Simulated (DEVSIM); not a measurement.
Structure: abrupt Ge n-p junction, at 300 K.

Layer 1 from the left is Ge, thickness (μm) 0.200, Nd (cm⁻³) 6.5e17, τn (s) 0.00017, τp (s) 0.00017. Layer 2 from the left is Ge, thickness (μm) 23.0, Na (cm⁻³) 3.2e14, τn (s) 0.00017, τp (s) 0.00017.

Left contact: ohmic. Right contact: ohmic. Voltage is applied to the left contact. Recombination: SRH at mid-gap, radiative, Auger. Mobility is μmin + (μ − μmin)/(1 + (N/Nref)^α).

This is a model device: material constants are rounded textbook-type values typed into the input, and sizes, dopings and lifetimes were drawn at random. Values at 300 K.

Ge: gap (eV) 0.664, affinity (eV) 4, permittivity 16, Nc (cm⁻³) 1.04e19, Nv (cm⁻³) 6e18, μn (cm²/Vs) 3900, μp (cm²/Vs) 1900, μn,min 150, μp,min 100, Nref,n 2.6e17, Nref,p 4e17, αn 0.56, αp 0.6, B (cm³/s) 6.4e-14, Cn (cm⁶/s) 1e-31, Cp (cm⁶/s) 1e-31.

**Question.** Estimate by hand the capacitance at 6 V, and compare with a numerical solution.

**Answer.** 
- Capacitance at 6 V: C = √(qεN / 2(Vbi + |V|)) = 2.39 nF/cm²; numerical 2.42 nF/cm² (estimate below by 1.0 %).

Model (solved in DEVSIM): 1D drift-diffusion, Boltzmann statistics, complete ionisation; no tunnelling, impact ionisation, image-force lowering or self-heating.
